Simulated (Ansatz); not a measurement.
## CsCl-type TiCo

These are PBE (plane waves, PAW; Ansatz, a quantum-chemistry and plane-wave program) values and carry that method's errors.

Run with plane-wave cutoff 520 eV, 16×16×16 k mesh, Fermi–Dirac smearing 0.1 eV, perturbation theory, no spin polarisation, scalar-relativistic PAW data made under PBE.

Cell: measured lattice: a = b = c = 2.995 Å, α = β = γ = 90.00°.

```
Property                           Result
-------------------------------  --------
zone-centre TO phonon frequency  204 cm⁻¹
```

Note: the cell isn't this level's own, so it is under some stress, which shifts stiffness and frequencies.

The result took around 6 core-minutes (rough).
